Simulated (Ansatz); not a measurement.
## AlN under load (space group P6_3mc): band-edge transport data

Input:

```
CELL_PARAMETERS angstrom
      3.05606     0.00000     0.00000
     -1.52803     2.64662     0.00000
      0.00000     0.00000     5.03694
ATOMIC_POSITIONS crystal
  Al 0.33333 0.66667 0.99922
  Al 0.66667 0.33333 0.49922
  N  0.33333 0.66667 0.37578
  N  0.66667 0.33333 0.87578
```

Computed with PBE with spin-orbit coupling, rigid bands (plane waves, PAW; Ansatz, a program for electronic structure). Condition of this run: biaxial stress in the c plane of 9 GPa (compression positive) (the target of the relaxation). Cell: cell and atoms relaxed with PBEsol, then loaded as said.

```json
{
  "band_gap": "4.50 eV",
  "electron conductivity mass (300 K, dilute)": "0.33 (x), 0.33 (y), 0.29 (z) mₑ",
  "hole conductivity mass (300 K, dilute)": "2.8 (x), 2.8 (y), 3.1 (z) mₑ",
  "effective density of states N_c (300 K)": "4.5e18 cm⁻³",
  "effective density of states N_v (300 K)": "2.6e20 cm⁻³",
  "density_of_states_mass_electrons": "0.32 mₑ",
  "density_of_states_mass_holes": "4.7 mₑ",
  "Seebeck coefficient, n-type 1e19 cm⁻³, 300 K": "-161 μV/K",
  "Seebeck coefficient, p-type 1e19 cm⁻³, 300 K": "521 μV/K"
}
```

Rigid bands; masses and Seebeck coefficients take one relaxation time τ for all states and one kind of carrier; polarons and phonon drag are left out. Geometry: cell and atoms relaxed with PBEsol.
